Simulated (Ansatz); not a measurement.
# BeSe (model structure, started from the tenorite type, C2/c, No. 15, 4 atoms in the cell): properties by level of theory

```tsv
level (code)	volume per atom (Å³/atom)	formation enthalpy (eV/atom)
PBE (Ansatz)	15.18	-0.256
PBEsol (Ansatz)	14.57	-0.323
PBE-D3(BJ) (Ansatz)	14.36	-0.273
```

Ansatz's density-functional and Hartree–Fock values are scalar-relativistic unless marked +SOC, with PAW data made under PBE.

The computed numbers hold no vibrational or temperature effects.

A model structure was made by putting elements into a prototype or built by hand; it is no filed structure, need not be a known phase, and can be a saddle point held by its symmetry.

Ansatz is a quantum-chemistry and plane-wave program.
